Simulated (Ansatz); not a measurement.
Base system: SiO₂ in the rutile structure (space group P4_2/mnm, No. 136; a = 4.236 Å, c = 2.690 Å).

(Cell as relaxed with PBE.)

Levels (all Ansatz, a quantum-chemistry and plane-wave program, PAW, earlier PAW set): PBE (420 eV, without spin-orbit coupling); r2SCAN (500 eV, scalar-relativistic without spin-orbit coupling).

Each level relaxes its own structure.

| quantity | PBE | r2SCAN |
|---|---|---|
| volume per atom | 8.04 Å³ | ___ |
| lattice parameter a | 4.236 Å | ___ |
| lattice parameter c | 2.690 Å | ___ |
| band gap | 5.05 eV | ___ |
| gap character | direct at Γ | ___ |
| electron mass | 0.36 mₑ along c, 0.45 mₑ across | ___ |
| hole mass | 1.9 mₑ along c, 1.1 mₑ across | ___ |

Q: Predict the r2SCAN column.

A: 
- volume per atom, r2SCAN: 7.79 Å³
- lattice parameter a, r2SCAN: 4.185 Å
- lattice parameter c, r2SCAN: 2.668 Å
- band gap, r2SCAN: 6.53 eV
- gap character, r2SCAN: direct at Γ
- electron mass, r2SCAN: 0.38 mₑ along c, 0.48 mₑ across
- hole mass, r2SCAN: 1.7 mₑ along c, 1.1 mₑ across

PBE's volume per atom lies 0.256 Å³ above r2SCAN's (3.3 %); PBE's lattice parameter a lies 0.051 Å above r2SCAN's (1.2 %); PBE's lattice parameter c lies 0.0215 Å above r2SCAN's (0.8 %); PBE's band gap lies 1.48 eV below r2SCAN's; the two agree on the gap character. Neither level is exact; r2SCAN is the comparison here, not a measurement.

Masses are band curvatures over ±0.01 Å⁻¹ around the edge. Stability against distortions was not tested.
